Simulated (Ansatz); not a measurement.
The reference is Ga2O3 in the corundum structure (space group R-3c, No. 167; a = 5.0579 Å, c = 13.6242 Å (hexagonal axes)).

Computed with DFT with PBE, PAW potentials and a 420 eV plane-wave cutoff in Ansatz (an electronic-structure program), no spin-orbit coupling, earlier PAW set.

Base values:

Electron mass: 0.21 mₑ (at Γ)
Density: 6.19 g/cm³
Band gap: 2.41 eV
Gap character: indirect, Γ–S₀ (50 % along) → Γ

One thing is altered: cell and atoms relaxed at a pressure of 3 GPa.

Q: Predict the new electron mass, density, band gap and gap character.

A: The electron mass becomes 0.22 mₑ (at Γ) (base: 0.21 mₑ (at Γ)); the density grows by 0.09 g/cm³ (6.19 g/cm³ → 6.28 g/cm³); the band gap increases by 0.15 eV (2.41 eV → 2.56 eV); the gap character is still indirect, Γ–S₀ (50 % along) → Γ.

Load acts through the strain it causes; cell and atoms are relaxed under it. Masses are band curvatures over ±0.01 Å⁻¹ around the edge. Stability against distortions was not tested.
